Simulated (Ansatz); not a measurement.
Density of states of TiSi2 (Cmcm, 6 atoms in the cell).

```
CELL_PARAMETERS angstrom
      1.76952    -6.77618     0.00000
      1.76952     6.77618     0.00000
      0.00000     0.00000     3.57408
ATOMIC_POSITIONS crystal
  Ti 0.89688 0.10312 0.75000
  Ti 0.10312 0.89688 0.25000
  Si 0.55825 0.44175 0.75000
  Si 0.44175 0.55825 0.25000
  Si 0.24969 0.75031 0.75000
  Si 0.75031 0.24969 0.25000
```

Method of the run: PBE, harder PAW files (source: ansatz) (plane waves; Ansatz, an electronic-structure program).

SCF settings: basis.ecutwfc = 740 eV; kpoints.mp_grid.grid = 10 10 9; hamiltonian.xc = pbe; hamiltonian.pseudopotentials = {kind: paw, source: ansatz}; scf.occupations.method = fermi_dirac; scf.occupations.width = 0.1 eV. Keys of the DOS step: output.dos.nscf_kmesh.grid = 15 15 14; output.dos.method = {smearing: {sigma: 0.1}} eV.

The starting cell comes from a database of computed structures (which also holds hypothetical and non-ambient phases and stackings), without a prior relaxation at this level. Its lattice was rescaled by a random factor within 2.5 % of one. Spin polarisation is off.

Total DOS (both spins), as means of the tabulated values in each energy bin; the zero is the program's Fermi level or highest filled level, and the curve is cut to this window:

```
E (eV) | states/eV/cell
    -7.88 | ########## 1.46
    -7.62 | ########### 1.68
    -7.38 | ######### 1.37
    -7.12 | ####### 0.98
    -6.88 | ####### 1.06
    -6.62 | ########## 1.47
    -6.38 | ########## 1.40
    -6.12 | ######### 1.29
    -5.88 | ######### 1.40
    -5.62 | ########### 1.56
    -5.38 | ########### 1.65
    -5.12 | ################## 2.62
    -4.88 | ############# 1.97
    -4.62 | ############ 1.81
    -4.38 | ############## 2.10
    -4.12 | ################## 2.63
    -3.88 | ################### 2.82
    -3.62 | #################### 2.95
    -3.38 | ######################## 3.54
    -3.12 | ########################## 3.78
    -2.88 | ############################ 4.10
    -2.62 | ############################ 4.16
    -2.38 | ############################## 4.42
    -2.12 | ########################### 3.94
    -1.88 | ######################### 3.67
    -1.62 | ######################## 3.48
    -1.38 | ###################### 3.24
    -1.12 | ################ 2.42
    -0.88 | ############### 2.14
    -0.62 | ############ 1.72
    -0.38 | ######### 1.31
    -0.12 | ########### 1.69
     0.12 | ########### 1.63
     0.38 | ################ 2.40
     0.62 | ######################### 3.68
     0.88 | ######################### 3.67
```

Around zero the curve holds about 1.6 states/eV/cell.

Keys are those of Ansatz 0.2.
